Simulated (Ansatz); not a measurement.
We consider BaAlHO2 (model structure, started from the SrVO2H type, P4/mmm, No. 123, 5 atoms in the cell), described by PBEsol+SOC (plane waves, PAW; Ansatz, a program for electronic structure).

The input as run:

Ansatz 0.2 input:
```yaml
crystal:
  lattice:
    - [3.8166060105, 0.0, 0.0]
    - [0.0, 3.8166060105, 0.0]
    - [0.0, 0.0, 3.9573238592]
  atoms:
    - { symbol: Ba, position: [0.5, 0.5, 0.5] }
    - { symbol: Al, position: [0.0, 0.0, 0.0] }
    - { symbol: O, position: [0.5, 0.0, 0.0] }
    - { symbol: O, position: [0.0, 0.5, 0.0] }
    - { symbol: H, position: [0.0, 0.0, 0.5] }
basis:
  ecutwfc: 520
  ecutrho_ratio: 4
  xc_grid: 2
kpoints:
  mp_grid: { grid: [10, 10, 8] }
  band_path:
    path:
      - [0.0, 0.0, 0.0]
      - [0.0, 0.0625, 0.0]
      - [0.0, 0.125, 0.0]
      - [0.0, 0.1875, 0.0]
      - [0.0, 0.25, 0.0]
      - [0.0, 0.3125, 0.0]
      - [0.0, 0.375, 0.0]
      - [0.0, 0.4375, 0.0]
      - [0.0, 0.5, 0.0]
      - [0.0625, 0.5, 0.0]
      - [0.125, 0.5, 0.0]
      - [0.1875, 0.5, 0.0]
      - [0.25, 0.5, 0.0]
      - [0.3125, 0.5, 0.0]
      - [0.375, 0.5, 0.0]
      - [0.4375, 0.5, 0.0]
      - [0.5, 0.5, 0.0]
      - [0.454545, 0.454545, 0.0]
      - [0.409091, 0.409091, 0.0]
      - [0.363636, 0.363636, 0.0]
      - [0.318182, 0.318182, 0.0]
      - [0.272727, 0.272727, 0.0]
      - [0.227273, 0.227273, 0.0]
      - [0.181818, 0.181818, 0.0]
      - [0.136364, 0.136364, 0.0]
      - [0.090909, 0.090909, 0.0]
      - [0.045455, 0.045455, 0.0]
      - [0.0, 0.0, 0.071429]
      - [0.0, 0.0, 0.142857]
      - [0.0, 0.0, 0.214286]
      - [0.0, 0.0, 0.285714]
      - [0.0, 0.0, 0.357143]
      - [0.0, 0.0, 0.428571]
      - [0.0, 0.0, 0.5]
      - [0.0, 0.0625, 0.5]
      - [0.0, 0.125, 0.5]
      - [0.0, 0.1875, 0.5]
      - [0.0, 0.25, 0.5]
      - [0.0, 0.3125, 0.5]
      - [0.0, 0.375, 0.5]
      - [0.0, 0.4375, 0.5]
      - [0.0, 0.5, 0.5]
      - [0.0625, 0.5, 0.5]
      - [0.125, 0.5, 0.5]
      - [0.1875, 0.5, 0.5]
      - [0.25, 0.5, 0.5]
      - [0.3125, 0.5, 0.5]
      - [0.375, 0.5, 0.5]
      - [0.4375, 0.5, 0.5]
      - [0.5, 0.5, 0.5]
      - [0.454545, 0.454545, 0.5]
      - [0.409091, 0.409091, 0.5]
      - [0.363636, 0.363636, 0.5]
      - [0.318182, 0.318182, 0.5]
      - [0.272727, 0.272727, 0.5]
      - [0.227273, 0.227273, 0.5]
      - [0.181818, 0.181818, 0.5]
      - [0.136364, 0.136364, 0.5]
      - [0.090909, 0.090909, 0.5]
      - [0.045455, 0.045455, 0.5]
      - [0.0, 0.5, 0.071429]
      - [0.0, 0.5, 0.142857]
      - [0.0, 0.5, 0.214286]
      - [0.0, 0.5, 0.285714]
      - [0.0, 0.5, 0.357143]
      - [0.0, 0.5, 0.428571]
      - [0.5, 0.5, 0.071429]
      - [0.5, 0.5, 0.142857]
      - [0.5, 0.5, 0.214286]
      - [0.5, 0.5, 0.285714]
      - [0.5, 0.5, 0.357143]
      - [0.5, 0.5, 0.428571]
    npoints: 1
hamiltonian:
  xc: pbesol
  dispersion: none
  pseudopotentials: { kind: paw }
scf:
  occupations: { method: fermi_dirac, width: 0.01 }
  convergence: { dr2_threshold: 0.0000000005 }
output:
  forces: true
  stress: true
  eigenvalues: true
  write_bands: true
magnetization:
  noncollinear: true
  spin_orbit: true
```

The run printed, among other lines:

```
Crystal: 5 atoms, lattice volume = 57.644 Å³
Basis set: ecut = 520 eV, 1543 PW (Γ), exchange–correlation on 60×60×60 points (8 copies of the dense FFT grid, shifted against one another)
Bands: 36, of which v1, the nominal top of the filled ones, is band 26 counted from 1 (25 counted from 0)
Symmetry: 16 space group operations + 16 with time reversal
k-points: 105 of 800
Initial density: superposition of atomic densities (chi_scale 0.1, normalization cell, long waves kept (reshape's long-wave potential 0.00 eV rms))
Functional: x = pbesol(κ = 0.804, μ = 0.12345679012345678), c = pbesol(β = 0.046)
spin=Noncollinear: Resta preconditioning applied to the charge; magnetization (m_x, m_y, m_z) channels mix plain (no charge-response kernel on spin).
SCF 1 converged in 9 iterations: F = -7535.181182 eV  dr2 = 1.91e-10
SCF converged after 9 iterations
Free energy (F): -7535.181182 eV
Internal energy: -7535.181182 eV  (E = F + TS)
E sigma→0 (E₀):  -7535.181182 eV
Fermi energy:    10.862419 eV
--- Forces (eV/Å), atoms counted from 1 ---
  atom   1  Ba    -0.00000000     0.00000000     0.00000000
  atom   2  Al     0.00000000    -0.00000000    -0.00000000
  atom   3  O      0.00000000    -0.00000000    -0.00000000
  atom   4  O      0.00000000     0.00000000    -0.00000000
  atom   5  H      0.00000000    -0.00000000    -0.00000000
--- Stress (GPa, compression-positive) ---
        0.002489       0.000000       0.000000
        0.000000       0.002489       0.000000
        0.000000       0.000000       0.002396
  P = ⅓ Tr σ = 0.0025 GPa (0.025 kbar)
```

The PAW data were made under PBE.

Note: the relaxation could raise the start's symmetry but not lower it, so the cell can be a saddle point.

The result took very roughly 50 core-seconds.

A model structure was made by putting elements into a prototype or built by hand; it is no filed structure, need not be a known phase, and can be a saddle point held by its symmetry.
